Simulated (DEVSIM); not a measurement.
System: Ge p-n junction from an implanted or diffused profile, at 300 K.

```
layer (left to right)  material  thickness (μm)  Nd (cm⁻³)  τn (s)  τp (s)
---------------------  --------  --------------  ---------  ------  ------
1                            Ge            9.60     1.3e15  1.5e-7  1.5e-7
```

Added acceptor profile: 2.9e17 cm⁻³ × exp(−(x − 0.11 μm)²/(2·(0.038 μm)²)). Left contact: ohmic. Right contact: ohmic. Voltage is applied to the left contact. Recombination: SRH at mid-gap, Auger. Mobility is μmin + (μ − μmin)/(1 + (N/Nref)^α).

The device is made up for the run: typed textbook-type constants, with dimensions and the other settings drawn at random. Values at 300 K.

```
parameter           Ge
-------------  -------
gap (eV)         0.664
affinity (eV)        4
permittivity        16
Nc (cm⁻³)      1.04e19
Nv (cm⁻³)         6e18
μn (cm²/Vs)       3900
μp (cm²/Vs)       1900
μn,min             150
μp,min             100
Nref,n          2.6e17
Nref,p            4e17
αn                0.56
αp                 0.6
Cn (cm⁶/s)       1e-31
Cp (cm⁶/s)       1e-31
```

DEVSIM, 1D drift-diffusion, Boltzmann statistics, complete ionisation; no tunnelling, impact ionisation, image-force lowering or self-heating.

The doping Nd of layer 1 was swept, all else fixed.

```
doping Nd of layer 1 (cm^-3)  potential step across the device at zero bias (V)  dark forward voltage at 1 A/cm² (V)
----------------------------  -------------------------------------------------  -----------------------------------
3.9e13                                                                    0.160                                0.082
1.3e14                                                                    0.185                                0.098
3.9e14                                                                    0.212                                0.119
1.3e15                                                                    0.236                                0.141
3.9e15                                                                    0.217                                0.154
1.3e16                                                                    0.011                                0.163
3.9e16                                                                    0.003                                0.158
```

From the first row to the last the potential step across the device at zero bias goes from 0.160 to 0.003. From the first row to the last the dark forward voltage at 1 A/cm² goes from 0.082 to 0.158.
